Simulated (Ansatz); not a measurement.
# Bi₂Te₂S (within 0.1 Å of I4/mmm, No. 139, 5 atoms in the cell; start mp-632485; a measured phase of this formula has another space group)

All values below come from PBE0 (Ansatz, an electronic-structure program, plane waves, PAW).

Numerical settings: plane-wave cutoff 460 eV, 6×6×6 k mesh, Fermi–Dirac smearing 0.01 eV, scalar-relativistic PAW data made under PBE.

Cell (relaxed with PBEsol):

```cif
data_Bi4S2Te4
_chemical_formula_sum 'Bi4 Te4 S2'
_space_group_name_H-M_alt 'I4/mmm'
_space_group_IT_number 139
_space_group_name_Hall '-I 4 2'
_cell_length_a 4.37219
_cell_length_b 4.37219
_cell_length_c 18.03112
_cell_angle_alpha 90.000
_cell_angle_beta 90.000
_cell_angle_gamma 90.000
loop_
_atom_site_label
_atom_site_type_symbol
_atom_site_symmetry_multiplicity
_atom_site_Wyckoff_symbol
_atom_site_fract_x
_atom_site_fract_y
_atom_site_fract_z
_atom_site_occupancy
Bi1 Bi 4 e 0.00000 0.00000 0.13928 1
Te1 Te 4 e 0.00000 0.00000 0.32548 1
S1 S 2 a 0.00000 0.00000 0.00000 1
```
(The calculation used a cell of 5 atoms; values per cell refer to that cell.)

```json
{
  "band_gap": "0.96 eV",
  "direct gap at Γ": "4.56 eV"
}
```

Note: cell and atoms aren't relaxed at this level (pressure 0.5 GPa).

Spin–orbit coupling is not included; with these elements it can move the gap by several tenths of an eV or more.

The computed numbers hold no vibrational or temperature effects.

Computing time: around 80 core-minutes (rough).

A start named mp-… is a Materials Project structure, which need not be a measured phase.
